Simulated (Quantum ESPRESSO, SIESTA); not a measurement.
A Quantum ESPRESSO input for a self-consistent single point of LaAl2 (P1, 6 atoms in the cell) (DFT, PBEsol, plane waves, GBRV 1.5 ultrasoft (PBESOL) pseudopotentials):

```fortran
&CONTROL
    calculation = 'scf'
    prefix = 'pwscf'
    outdir = './work'
    pseudo_dir = './'
    tprnfor = .true.
    tstress = .true.
/
&SYSTEM
    ibrav = 0
    nat = 6
    ntyp = 2
    ecutwfc = 40
    ecutrho = 200
    occupations = 'smearing'
    smearing = 'gauss'
    degauss = 0.019992
/
&ELECTRONS
    conv_thr = 1.0e-11
    mixing_beta = 0.4
/
ATOMIC_SPECIES
La   138.9055  la_pbesol_v1.uspp.F.UPF
Al    26.9815  al_pbesol_v1.uspp.F.UPF
ATOMIC_POSITIONS {crystal}
La   -0.008485000    0.006186000   -0.004849000
La    0.253764000    0.240464000    0.250748000
Al    0.617799000    0.642255000    0.625775000
Al    0.123845000    0.622772000    0.631834000
Al    0.632697000    0.610978000    0.127854000
Al    0.630380000    0.127346000    0.618638000
K_POINTS {automatic}
5 5 5  0 0 0
CELL_PARAMETERS {angstrom}
   0.000000000     4.064465000     4.064465000
   4.064465000     0.000000000     4.064465000
   4.064465000     4.064465000     0.000000000
```

Problem. Translate this input to SIESTA.

Solution. This is the input that was run; spellings and numerical settings could be chosen otherwise.

```
# files in the folder: La.psml Al.psml (PseudoDojo PBEsol standard)
SystemName  LaAl2
SystemLabel siesta

NumberOfAtoms                6
NumberOfSpecies              2
%block ChemicalSpeciesLabel
  1 57 La
  2 13 Al
%endblock ChemicalSpeciesLabel
LatticeConstant              1.0 Ang
%block LatticeVectors
     0.000000000    4.064465000    4.064465000
     4.064465000    0.000000000    4.064465000
     4.064465000    4.064465000    0.000000000
%endblock LatticeVectors
AtomicCoordinatesFormat      Bohr
%block AtomicCoordinatesAndAtomicSpecies
     0.010269130   -0.102414796   -0.017657988  1
     3.772864629    3.875018281    3.796029698  1
     9.739390601    9.551550773    9.678129133  2
     9.636284539    5.804163111    5.734560375  2
     5.674765925    5.841583607    9.552326526  2
     5.729698475    9.593364644    5.819885557  2
%endblock AtomicCoordinatesAndAtomicSpecies

XC.functional                GGA
XC.authors                   PBEsol
PAO.BasisSize                DZP
PAO.EnergyShift              0.005 Ry
MeshCutoff                   350 Ry
%block kgrid.MonkhorstPack
    5   0   0  0.0
    0   5   0  0.0
    0   0   5  0.0
%endblock kgrid.MonkhorstPack
OccupationFunction           MP
OccupationMPOrder            0
ElectronicTemperature        0.272 eV

MaxSCFIterations             150
SCF.Mixer.Method             Pulay
SCF.Mixer.Weight             0.1
SCF.Mixer.History            6
SCF.DM.Tolerance             1.0E-04
Diag.ParallelOverK           true
WriteForces                  true
Charge.Mulliken              end
```

Basis settings and potentials, where a program has them, do not carry over. This input uses DFT, GGA PBEsol, numerical atomic orbitals DZP, PseudoDojo PBEsol standard norm-conserving potentials (rewritten from UPF to PSML).

The starting cell comes from a database of computed structures (which also holds hypothetical and non-ambient phases and stackings), without a prior relaxation at this level. For this run, on top of that: atoms moved at random.
